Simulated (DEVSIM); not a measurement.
Structure: illuminated GaAs p-on-n cell, one wavelength, at 300 K.

```tsv
layer (left to right)	material	thickness (μm)	Nd (cm⁻³)	Na (cm⁻³)	τn (s)	τp (s)	absorption coefficient (cm⁻¹)
1	GaAs	0.0760	-	1.1e18	4.5e-11	6.1e-10	5000
2	GaAs	3.80	3e16	-	1.8e-9	1.8e-9	5000
```

Left contact: ohmic, minority electron recombination velocity 2e5 cm/s. Right contact: ohmic, minority hole recombination velocity 10000 cm/s. Voltage is applied to the left contact. Recombination: SRH at mid-gap, radiative, Auger. Light enters at the left, 7.9e17 photons cm⁻² s⁻¹, one pass, no reflection. Mobility is constant in doping.

The device is made up for the run: typed textbook-type constants, with dimensions and the other settings drawn at random. Values at 300 K.

| parameter | GaAs |
|---|---|
| gap (eV) | 1.424 |
| affinity (eV) | 4.07 |
| permittivity | 12.9 |
| Nc (cm⁻³) | 4.7e17 |
| Nv (cm⁻³) | 9e18 |
| μn (cm²/Vs) | 8500 |
| μp (cm²/Vs) | 400 |
| B (cm³/s) | 2e-10 |
| Cn (cm⁶/s) | 1e-30 |
| Cp (cm⁶/s) | 1e-30 |

Simulated with DEVSIM: 1D drift-diffusion, Boltzmann statistics, complete ionisation; no tunnelling, impact ionisation, image-force lowering or self-heating.

### Question
Tabulate band edges, carrier densities and field at zero bias, in the dark.

### Answer
Energies count from the Fermi level of the right contact; mesh points crowd at the junctions.

```
x (μm)   Ec (eV)  Ev (eV)  n (cm⁻³)  p (cm⁻³)  field (V/cm)
-------  -------  -------  --------  --------  ------------
0.000      1.370   -0.054     < 1e2    1.1e18           ≈ 0
0.01299    1.370   -0.054     < 1e2    1.1e18           ≈ 0
0.02838    1.370   -0.054     < 1e2    1.1e18           ≈ 0
0.04681    1.370   -0.054     < 1e2    1.1e18          -190
0.06694    1.360   -0.064     < 1e2    7.6e17        -22000
0.07913    1.276   -0.148     < 1e2    2.9e16       -100000
0.09619    1.112   -0.312     < 1e2    5.1e13        -92000
0.1365     0.773   -0.651     48000     1.1e8        -75000
0.1949     0.404   -1.020    7.6e10     < 1e2        -51000
0.2839     0.117   -1.307    5.1e15     < 1e2        -14000
0.4284     0.071   -1.353    3.0e16     < 1e2           -79
0.7694     0.071   -1.353    3.0e16     < 1e2           ≈ 0
1.216      0.071   -1.353    3.0e16     < 1e2           ≈ 0
1.940      0.071   -1.353    3.0e16     < 1e2           ≈ 0
2.890      0.071   -1.353    3.0e16     < 1e2           ≈ 0
3.278      0.071   -1.353    3.0e16     < 1e2           ≈ 0
3.516      0.071   -1.353    3.0e16     < 1e2           ≈ 0
3.664      0.071   -1.353    3.0e16     < 1e2           ≈ 0
3.776      0.071   -1.353    3.0e16     < 1e2           ≈ 0
3.827      0.071   -1.353    3.0e16     < 1e2           ≈ 0
3.855      0.071   -1.353    3.0e16     < 1e2           ≈ 0
3.876      0.071   -1.353    3.0e16     < 1e2           ≈ 0
```
